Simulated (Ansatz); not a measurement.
ZnS under a change: biaxial strain −1.70 %, plane normal [111], relaxed out of plane

Take ZnS in the zinc blende structure (space group F-43m, No. 216; a = 5.357 Å) as the base. Axes: x, y, z lie along the cube axes.

Modification: biaxial strain −1.70 %, plane normal [111], relaxed out of plane (Cartesian); in-plane vectors clamped, the third vector and the atoms free.

Calculations: plane-wave PAW DFT at the PBEsol level (Ansatz, a first-principles code, 420 eV), spin-orbit coupling left out. Γ-centred 11×11×11 mesh, Fermi–Dirac width 0.05 eV.

```tsv
quantity	base	changed	shift
volume per atom	19.21 Å³	18.77 Å³	-0.44 Å³
space group	F-43m (No. 216)	R3m (No. 160)	–
energy relative to the base (free energy F)	0 meV/atom	+5.7 meV/atom	+5.7 meV/atom
pressure (mean of the normal stresses, compression positive)	0.00 GPa	1.89 GPa	+1.89 GPa
band gap	2.09 eV	2.11 eV	+0.02 eV
gap character	direct at Γ	direct at Γ	–
electron mass	0.17 mₑ (at Γ)	0.16 mₑ out of plane, 0.18 mₑ in plane (at Γ)	–
valence-band top at Γ (three highest levels, from the VBM)	0.00, 0.00, 0.00 eV	0.00, 0.00, -0.17 eV	–
valley order (the lowest conduction-band minima on the path, energy above the VBM, named in the base's zone)	Γ 2.09 eV; X along ⟨100⟩ 3.17 eV; L along ⟨111⟩ 3.24 eV	Γ 2.11 eV; X along [100] 3.03 eV; L along [1-11] 3.14 eV; L along [111] 3.45 eV	–
out-of-plane strain	–	+1.13 %	–
ratio −ε⊥/ε∥	–	0.67	–
mean in-plane stress (compression positive)	–	+2.8 GPa	–
```

Effective masses come from finite differences of ±0.01 Å⁻¹. Whether these cells are dynamically stable was not tested. k-point labels follow each cell's own Brillouin zone.
